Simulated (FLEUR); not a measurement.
# Equation of state of Cu3Au-type Al3Sc (space group 221): energy against volume (FLEUR, LDA)

```
CELL_PARAMETERS angstrom
      3.94054     0.00000     0.00000
      0.00000     3.94054     0.00000
      0.00000     0.00000     3.94054
ATOMIC_POSITIONS crystal
  Sc 0.00000 0.00000 0.00000
  Al 0.00000 0.50000 0.50000
  Al 0.50000 0.00000 0.50000
  Al 0.50000 0.50000 0.00000
```

Computed with FLEUR with LDA (Perdew-Zunger), all-electron FLAPW (FLEUR), scalar-relativistic valence. Settings: Kmax = 4.67 1/bohr; GmaxXC = 14 1/bohr; xcFunctional = pz; jspins = 1; l_soc = F; mode = hist; fermiSmearingEnergy = 0.00183747 Htr; mesh (inpgen div1-3) = 13 13 13; inpgen gamma flag = false; Gmax = 14 1/bohr; numbands = 0; maxIterBroyd = 15; imix = Anderson; alpha = 0.05; precondParam = 0; minDistance = 1e-05 me/bohr^3. The cell above is the first row's. The rows scale it uniformly. In all rows fractional positions and the k mesh are held. E is the free energy at the stated smearing, counted from the lowest row.

```
V (Å^3/atom)  E (meV/atom)
------------  ------------
15.297                   ?
15.630               11.75
15.962                3.55
16.295                0.00
16.627                0.64
16.960                5.06
17.292               12.88
17.625               23.77
17.957               37.42
```

Task: Using the third-order Birch-Murnaghan form, a cubic in V^(-2/3), estimate the missing E at V = 15.297 from the other rows, showing the fit.

Result: With u = V^(-2/3) - 0.153, the rows have u = 0.006966, 0.004740, 0.002584, 0.000506, -0.001510, -0.003456, -0.005345, -0.007171. Least squares gives E = 1.397 - 1732.42·u + 460472·u² + 222050·u³. Residuals (row less fit): 0.002, -0.005, 0.001, 0.002, -0.002, 0.005, -0.008, 0.003; standard error 0.006 (degrees of freedom: 4). Its minimum lies at u = 0.001879, so V0 = (0.154879)^(-3/2) = 16.41. There d²E/du² = 923400 and d³E/du³ = 1332000, so B0 = (4/9) × 16.41^(-7/3) × 923400 × 0.160218 = 96.1 GPa (the last factor turns the table's units into GPa), and B0' = 4 + (2/3) × 0.154879 × (1332000)/923400 = 4.1. At the withheld row, u = 0.009279, so E = 1.397 - 1732.42 × 0.009279 + 460472 × 0.009279² + 222050 × 0.009279³ = 25.146 meV/atom. The calculation gives 25.08 meV/atom, 0.066 meV/atom below the prediction (0.2 % of the range of E in the table). The row lies outside the fitted rows, so this is an extrapolation. From the scatter of the fitted rows alone, a prediction at this place has a standard error of 0.017 meV/atom, so the miss is 3.9 times that.

Carrying the step between the two nearest rows on in a straight line would have given 19.97, off by 5.11; series whose last step already gives the withheld value aren't shown. The scan was laid around a cell of about the measured size, scaled by a guess for this functional. The runs keep the symmetry of the cell, so they don't test it for distortions. Values depend on the basis (sphere radii, cutoffs, local orbitals), which need not be converged. Cutoffs and mesh are single choices, not tested for convergence of this quantity. Series with a scatter that would blur these digits, or in which a gap closes, are not shown. Nor are scans whose minimum lies at an end fitted in this form.

Terms beyond the fitted order, or numerical noise in single rows, can give a miss of this size; the table doesn't tell which.
